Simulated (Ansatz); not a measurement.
Take Re in the hcp (Mg type) structure (space group P6_3/mmc, No. 194; relaxed with 0.1 eV smearing) as the base.

```
Re
1.0
    2.75189     0.00000     0.00000
   -1.37595     2.38321     0.00000
    0.00000     0.00000     4.44007
Re
2
Direct
  0.66667   0.33333   0.75000
  0.33333   0.66667   0.25000
```

Cartesian axes are those of the cell as printed.

Computed with PBEsol, PAW, 420 eV (Ansatz, an electronic-structure program; without spin-orbit coupling).

Before the change:

| Quantity | Result |
|---|---|
| Shortest interatomic distance | 273.0 pm |

Perturbation: the cell is compressed by 1.00 % along x with no lateral relaxation, atoms relaxed at fixed cell.

Task: Estimate the effect on the energy relative to the base and shortest interatomic distance.

Result: The energy goes up by 3.0 meV/atom; the shortest interatomic distance decreases by 0.6 pm, from 273.0 pm to 272.4 pm.

The cells carry an imposed strain or load. Whether these cells are dynamically stable was not tested. The final runs are not spin-polarised.
